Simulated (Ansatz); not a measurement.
A self-consistent single point of ZrP₂ (P1, 12 atoms in the cell) with Ansatz (a program for electronic structure).

Level of theory: LDA (PW92), default PAW files made with PBE (plane waves; Ansatz).

```
ZrP2
1.0
    6.50500     0.00000     0.00000
    0.00000     3.51690     0.00000
    0.00000     0.00000     8.75700
Zr P
4 8
Direct
  0.29230   0.26080   0.16366
  0.21853   0.74698   0.66773
  0.78579   0.24032   0.33879
  0.72221   0.76080   0.83453
  0.90246   0.24453   0.65164
  0.58048   0.73850   0.13881
  0.40217   0.24427   0.85411
  0.09648   0.74667   0.35781
  0.90241   0.25791   0.04543
  0.60600   0.75523   0.52761
  0.38893   0.24546   0.45898
  0.10225   0.75853   0.96088
```

Reference input (self-consistent single point, DFT, LDA (PW92), plane waves, default PAW files made with PBE): basis.ecutwfc = 420 eV; kpoints.mp_grid.grid = 4 6 3; hamiltonian.xc = lda; hamiltonian.pseudopotentials = {kind: paw} (the program's default PAW files); scf.occupations.method = cold; scf.occupations.width = 0.05 eV. This run's input differs from it in these lines:

Ansatz 0.2 input:
```diff
@@ -24,3 +24,6 @@
   xc: lda
-  pseudopotentials: { kind: paw }
+  pseudopotentials: { kind: paw_fr }
+magnetization:
+  noncollinear: true
+  spin_orbit: false
 scf:
```

The program printed (abridged):

```
SCF iter   1: F=—  HF=-22132.402337 eV  |F-HF|=—  |Δ(HF+E_count)|=         —  Δρ=4.08e-2  dr2=7.62e0  dr2_m=0.00e0 (ungated)  ethr=3.10e-3  |M|=0.00e0 ∫|m|=0.00e0 μB  |m|>n=0.0e0 m-floor=0.0e0 τ_xc=0.0e0  β_m=0.30  ⟨swp⟩=6.1  Hψ=18196  notcnv=0  defer=2
all-band conjugate gradients solve this SCF's bands
preconditioner: auto → Kerker (q_TF=auto, 2.379 Å⁻¹)
spin=Noncollinear: Kerker preconditioning applied to the charge; magnetization (m_x, m_y, m_z) channels mix plain (no charge-response kernel on spin).
   [... lines left out ...]
SCF iter   8: F=—  HF=-22130.494284 eV  |F-HF|=—  |Δ(HF+E_count)|=   2.62e-5  S|Δr|=    0.00e0  Δρ=9.32e-6  dr2=3.37e-7  dr2_m=0.00e0 (ungated)  ethr=6.70e-9  |M|=0.00e0 ∫|m|=0.00e0 μB  |m|>n=0.0e0 m-floor=0.0e0 τ_xc=0.0e0  β_m=0.89  ⟨swp⟩=2.0  [...]
SCF iter   9: F=-22130.494284 eV  HF=-22130.494284 eV  |F-HF|=5.63e-8  |Δ(HF+E_count)|=   2.47e-8  S|Δr|=    0.00e0  Δρ=3.23e-6  dr2=6.88e-8  dr2_m=0.00e0 (ungated)  ethr=1.14e-10  |M|=0.00e0 ∫|m|=0.00e0 μB  |m|>n=0.0e0 m-floor=0.0e0 τ_xc=0.0e0  [...]
SCF 1 converged in 9 iterations: F = -22130.494284 eV  dr2 = 6.88e-8
Stability not checked (fill_not_monotonic)
Magnetization: |M| = 0.0000 μB,  M = (+0.0000, +0.0000, +0.0000) μB
Absolute magnetization: 0.0000 μB (∫|m|)
  site 0: m = (+0.0000, +0.0000, +0.0000) μB, |m| = 0.0000 μB  (R = 1.04 Å)
  site 1: m = (+0.0000, +0.0000, +0.0000) μB, |m| = 0.0000 μB  (R = 1.10 Å)
  site 2: m = (+0.0000, +0.0000, +0.0000) μB, |m| = 0.0000 μB  (R = 1.09 Å)
  site 3: m = (+0.0000, +0.0000, +0.0000) μB, |m| = 0.0000 μB  (R = 1.08 Å)
  site 4: m = (+0.0000, +0.0000, +0.0000) μB, |m| = 0.0000 μB  (R = 1.08 Å)
   [... lines left out ...]
Free energy (F): -22130.494284 eV
Fermi energy:    12.730766 eV
   [... lines left out ...]
  atom  12  P      0.57717004    -0.00741708     0.25570260
--- Stress (GPa, compression-positive) ---
       -4.413548       0.536414      -0.520487
        0.536414      -4.549875      -0.409004
       -0.520487      -0.409004      -5.531296
  P = ⅓ Tr σ = -4.8316 GPa (-48.316 kbar)
  The stress holds the Pulay correction. Without it, at fixed plane waves, as pw.x and ABINIT print it: P = -4.8833 GPa
```

The run converged in 9 iterations. Against the reference run the pressure stays at -4.83 GPa and the largest force stays at 1.488 eV/Å.

The starting cell comes from a database of published, mostly measured structures (it also holds non-ambient and calculated ones), without a prior relaxation at this level. Its atoms were displaced at random from the sites of space group no. 62. With a pressure of about -5 GPa the cell is away from its equilibrium volume at this level. Forces in this geometry exceed 1 eV/Å. Ansatz's pressure includes its estimate of the finite-basis (Pulay) stress.

Cost on one core of a shared machine: roughly 3 min.
